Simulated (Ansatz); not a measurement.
Fluorite AuAl₂, treated with r²SCAN (PAW; Ansatz, a program for electronic structure).

Settings: plane-wave cutoff 560 eV, 16×16×16 k mesh, Fermi–Dirac smearing 0.05 eV, scalar-relativistic PAW data made under PBE.

Computed at the level's own relaxed cell.

Q: Estimate the equilibrium volume per atom, bulk modulus, lattice parameter a and pressure derivative B′ of the bulk modulus that the calculation returns.

A: 
* **equilibrium volume per atom**: 18.09 Å³/atom
* **bulk modulus**: 118 GPa
* **lattice parameter a**: 6.010 Å
* **pressure derivative B′ of the bulk modulus**: 4.7

The run finds no gap.

Spin–orbit coupling is not included; it can shift volumes and moduli of such heavy elements.

Static lattice: no zero-point or thermal effects.
